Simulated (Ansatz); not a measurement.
NbSi2 under a change: Si → Ag

Consider NbSi₂ (space group P6_222, No. 180; a = 4.767 Å, c = 6.576 Å).

Now apply this change: full substitution Si → Ag, then cell and atoms are relaxed.

Calculations: Ansatz (an electronic-structure program) PBEsol, no spin-orbit coupling. Settings: 11×11×7 k-points, 0.05 eV Fermi–Dirac smearing.

```csv
quantity,base,changed,shift
volume per atom,14.38 Å³,17.15 Å³,+2.77 Å³
density,5.74 g/cm³,9.96 g/cm³,+4.22 g/cm³
lattice parameter a,476.7 pm,490.1 pm,+13.30 pm
c/a ratio,1.379,1.514,+0.135
space group,P6_222 (No. 180),P6_222 (No. 180),–
shortest interatomic distance,255.8 pm,276.6 pm,+20.85 pm
band gap,zero,zero,–
```

Final structure:

```xyz
9
Lattice="4.9005 0.0000 0.0000 -2.4503 4.2440 0.0000 0.0000 0.0000 7.4208" Properties=species:S:1:pos:R:3 pbc="T T T"
Nb     2.4503     0.0000     3.7104
Nb     1.2251     2.1220     6.1840
Nb    -1.2251     2.1220     1.2368
Ag     0.0000     1.3832     3.7104
Ag     3.7026     0.6916     6.1840
Ag     1.2524     3.5524     1.2368
Ag     2.4503     2.8608     3.7104
Ag    -1.2524     3.5524     6.1840
Ag     1.1979     0.6916     1.2368
```

Cost of the whole job for the changed cell (relaxation, final SCF and bands): very roughly 16 core-minutes.

Stability against distortions was not tested. As relaxed here, NbAg2 is a hypothetical phase, not in the database extracts checked. All final runs are without spin polarisation. An odd electron count without spin: NbAg2 and NbSi2. NbAg2 has a high density of states at the Fermi level and may be magnetic at this level.
